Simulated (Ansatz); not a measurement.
Ansatz (a first-principles code) run on PbBrF (P4mm, 6 atoms in the cell): self-consistent single point.

Computed with PBEsol, default PAW files made with PBE (plane waves; Ansatz).

```xyz
6
Lattice="4.1976 0.0000 0.0000 0.0000 4.1976 0.0000 0.0000 0.0000 7.6853" Properties=species:S:1:pos:R:3 pbc="T T T"
Pb     0.0000     2.0988     6.2705
Pb     2.0988     0.0000     1.4648
Br     2.0988     0.0000     5.0164
Br     0.0000     2.0988     2.6689
F      2.0988     2.0988     0.0000
F      0.0000     0.0000     0.0000
```

Reference input (self-consistent single point, DFT, PBEsol, plane waves, default PAW files made with PBE): basis.ecutwfc = 420 eV; kpoints.mp_grid.grid = 6 6 4; hamiltonian.xc = pbesol; hamiltonian.pseudopotentials = {kind: paw} (the program's default PAW files); scf.occupations.method = fermi_dirac; scf.occupations.width = 0.05 eV. This run's input differs from it in these lines:

Ansatz 0.2 input:
```diff
@@ -16,3 +16,3 @@
 kpoints:
-  mp_grid: { grid: [6, 6, 4] }
+  mp_grid: { grid: [9, 9, 5], shift: [0.5, 0.5, 0.5] }
 hamiltonian:
```

Output (repeated stretches shortened):

```
SCF iter   1: F=—  HF=-30587.999116 eV  |F-HF|=—  |Δ(HF+E_count)|=         —  Δρ=9.76e-3  dr2=9.66e-2  ethr=1.77e-3  ⟨swp⟩=7.7  Hψ=6917  notcnv=0
all-band conjugate gradients solve this SCF's bands
preconditioner: auto → Resta (q_TF=auto, 2.355 Å⁻¹)
SCF iter   2: F=—  HF=-30587.977382 eV  |F-HF|=—  |Δ(HF+E_count)|=   2.17e-2  Δρ=2.42e-3  dr2=9.80e-3  ethr=1.72e-4  ⟨swp⟩=2.0  Hψ=2719  notcnv=0  defer=78
SCF iter   3: F=—  HF=-30587.975507 eV  |F-HF|=—  |Δ(HF+E_count)|=   1.87e-3  Δρ=7.48e-4  dr2=9.80e-4  ethr=1.75e-5  ⟨swp⟩=2.8  Hψ=2838  notcnv=0  defer=78
SCF iter   4: F=—  HF=-30587.975424 eV  |F-HF|=—  |Δ(HF+E_count)|=   8.27e-5  Δρ=1.42e-4  dr2=1.77e-5  ethr=1.75e-6  ⟨swp⟩=2.0  Hψ=2020  notcnv=0  defer=78
SCF iter   5: F=—  HF=-30587.975306 eV  |F-HF|=—  |Δ(HF+E_count)|=   1.18e-4  Δρ=2.96e-5  dr2=1.09e-6  ethr=3.16e-8  ⟨swp⟩=2.9  Hψ=3131  notcnv=0  defer=78
SCF iter   6: F=-30587.975308 eV  HF=-30587.975308 eV  |F-HF|=5.74e-8  |Δ(HF+E_count)|=   1.22e-6  Δρ=6.24e-6  dr2=6.11e-8  ethr=1.79e-10  ⟨swp⟩=10.2  Hψ=8213  notcnv=0
SCF 1 converged in 6 iterations: F = -30587.975308 eV  dr2 = 6.11e-8
Free energy (F): -30587.975308 eV
Internal energy: -30587.975308 eV  (E = F + TS)
E sigma→0 (E₀):  -30587.975308 eV
Fermi energy:    6.915912 eV
--- Forces (eV/Å), atoms counted from 1 ---
  atom   1  Pb     0.00000000     0.00000000    -0.19211557
  atom   2  Pb    -0.00000000     0.00000000     0.09346927
  atom   3  Br     0.00000000     0.00000000     0.01627469
  atom   4  Br    -0.00000000     0.00000000    -0.03697025
  atom   5  F      0.00000000     0.00000000     0.05967382
  atom   6  F     -0.00000000     0.00000000     0.05967382
--- Stress (GPa, compression-positive) ---
       -1.757036       0.000000       0.000000
        0.000000      -1.757036       0.000000
        0.000000       0.000000      -1.052121
  P = ⅓ Tr σ = -1.5221 GPa (-15.221 kbar)
  The stress holds the Pulay correction. Without it, at fixed plane waves, as pw.x and ABINIT print it: P = -1.7295 GPa
```

The run converged in 6 iterations. Against the reference run the free energy hardly moves (within 1 meV/atom), the pressure stays at -1.52 GPa, the largest force stays at 0.192 eV/Å and the gap on the mesh goes from 2.389 to 2.554 eV.

The starting cell comes from a database of computed structures (which also holds hypothetical and non-ambient phases and stackings), without a prior relaxation at this level. Its lattice was rescaled by up to half a per cent. One atom was moved a little off its site on purpose. Spin-orbit coupling is off. Ansatz's pressure includes its estimate of the finite-basis (Pulay) stress. Another mesh or the band path of this cell gives a smaller gap, so this value is not converged in the mesh.
